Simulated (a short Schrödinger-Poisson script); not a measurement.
MOS inversion layer, HfO2 on p-type Si(100)

Structure: MOS inversion layer, HfO2 on p-type Si(100), at 300 K.

| layer | material | thickness (nm) | Na (cm⁻³) |
|---|---|---|---|
| 1 | HfO2 | 3.6 | - |
| 2 | Si | 1600 | 7.2e16 |

The device is made up for the run: typed textbook-type constants, with dimensions and the other settings drawn at random. HfO2: permittivity 22, conduction-band edge (eV) 1.55, gap (eV) 5.7, electron mass (mₑ) 0.2. Si: permittivity 11.7, conduction-band edge (eV) 0, gap (eV) 1.124, Nv at 300 K (cm⁻³) 3.1e19.

Channel valleys (confinement mass, in-plane density-of-states mass, number): Δ2 0.916, 0.19, 2; Δ4 0.19, 0.417, 4. At the gate the conduction-band edge of layer 1 lies 1.65 eV − eVg above the Fermi level of the channel; the field vanishes at the back. Gaps are held at their typed values at every temperature. Mesh 0.03 nm at interfaces.

Solved with a short Schrödinger-Poisson script written for these runs: 1D Poisson equation in equilibrium, electrons quantum, Hartree (BenDaniel-Duke, 12 states a valley, the channel's in-plane mass for all, wave functions ending at the dielectric), parabolic valleys, classical holes, full ionisation, no traps, pinning or gate leakage.

```tsv
Vg (V)	electrons (cm⁻²)	C (μF/cm²)	Δ2 E0 (meV)	Δ2 E1 (meV)	Δ4 E0 (meV)	Δ4 E1 (meV)
-0.15	6.43e7	0.0933	315.9	347.3	344.8	396.8
-0.05	2.52e9	0.101	219.7	252.7	250.1	304.8
0.05	8.28e10	0.478	127.7	162.8	160.1	217.7
0.15	7.37e11	1.68	66.0	108.2	105.4	168.0
0.25	2.02e12	2.38	32.9	85.3	82.3	150.4
0.35	3.63e12	2.76	10.9	73.2	70.2	142.8
0.45	5.43e12	2.99	-6.2	65.4	62.4	138.6
0.55	7.35e12	3.15	-20.7	59.5	56.5	135.8
0.65	9.35e12	3.26	-33.8	54.7	51.7	133.8
0.75	1.14e13	3.35	-46.0	50.5	47.5	132.2
0.85	1.35e13	3.41	-57.6	46.8	43.7	130.9
```

Subbands count from the Fermi level.
